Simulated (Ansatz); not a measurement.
Response to strain in CaZrF6

Take CaZrF6 (space group Fm-3m, No. 225; a = 8.511 Å; a cell from a computed database, its experimental status unchecked) as the base. Axes: x, y, z lie along the cube axes.

Strains are applied to the cell and any free atomic positions relax; under stress the whole cell relaxes.

Levels (all Ansatz, a first-principles code, PAW): PBEsol (420 eV, scalar-relativistic without spin-orbit coupling); r2SCAN (500 eV, without spin-orbit coupling); HSE06 (420 eV, no SOC).

Band gaps by level, all at the geometries relaxed with PBEsol:

```json
[
 {"case": "base", "PBEsol": "7.01 eV", "r2SCAN": "7.75 eV", "HSE06": "9.31 eV"},
 {"case": "uniaxial strain ε_xx = +1.28 %", "PBEsol": "6.96 eV", "r2SCAN": "…", "HSE06": "9.25 eV"},
 {"case": "uniaxial strain ε_yy = −0.66 %", "PBEsol": "7.01 eV", "r2SCAN": "…", "HSE06": "9.31 eV"},
 {"case": "strain tensor (xx, yy, zz, yz, xz, xy) = (−0.34, −0.57, +1.55, −2.35, −0.49, −0.80) %", "PBEsol": "6.95 eV", "r2SCAN": "7.69 eV", "HSE06": "9.23 eV"},
 {"case": "uniaxial stress, 2 GPa tension along x", "PBEsol": "6.95 eV", "r2SCAN": "7.69 eV", "HSE06": "9.25 eV"}
]
```

Question: What belongs in the blanks?

Answer: 
- uniaxial strain ε_xx = +1.28 %, r2SCAN: 7.70 eV
- uniaxial strain ε_yy = −0.66 %, r2SCAN: 7.76 eV

Single points use the geometry relaxed with PBEsol. Beyond what the load breaks, stability against distortions was not tested.
